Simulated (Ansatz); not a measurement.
Consider NaF in the rock salt structure (space group Fm-3m, No. 225; a = 4.629 Å).

Level of theory: Ansatz (a program for electronic structure) PBEsol, no spin-orbit coupling.

Before the change:

- Band gap: 6.20 eV
- Width of the top valence band: 0.58 eV
- Electron mass: 0.56 mₑ (at Γ)

The change: the cell is scaled by 1.0150 in all directions, atoms relaxed at fixed cell.

**Question.** Predict the new energy relative to the base.

**Answer.** The energy rises by 3.6 meV/atom.

**Question.** Predict the new band gap.

**Answer.** The band gap falls by 0.23 eV (6.20 eV → 5.97 eV).

**Question.** Predict the new width of the top valence band.

**Answer.** The width of the top valence band shrinks by 0.04 eV to 0.54 eV.

**Question.** What does the calculation give for the electron mass after the change?

**Answer.** The electron mass remains 0.56 mₑ (at Γ).

The cells carry an imposed strain or load. Effective masses come from finite differences of ±0.01 Å⁻¹. Whether these cells are dynamically stable was not tested.
